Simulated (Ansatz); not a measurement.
# MgO, response to strain

Start from MgO in the rock salt structure (space group Fm-3m, No. 225; a = 4.204 Å). Axes: x, y, z lie along the cube axes.

Strains are applied to the cell and any free atomic positions relax; under biaxial strain the out-of-plane vector relaxes too.

Level of theory: Kohn–Sham DFT with the r2SCAN functional, run in Ansatz (a first-principles code) with PAW and 500 eV plane waves, scalar-relativistic without spin-orbit coupling.

Candidates:
(a) biaxial strain −3.00 %, plane normal [001], relaxed out of plane
(b) biaxial strain −0.50 %, plane normal [001], relaxed out of plane
(c) biaxial strain −1.50 %, plane normal [001], relaxed out of plane

Question: Order them by out-of-plane strain, lowest first.

Answer: (b) biaxial strain −0.50 %, plane normal [001], relaxed out of plane (+0.31 %), (c) biaxial strain −1.50 %, plane normal [001], relaxed out of plane (+0.95 %), (a) biaxial strain −3.00 %, plane normal [001], relaxed out of plane (+1.99 %)

No phonon test of stability was made.
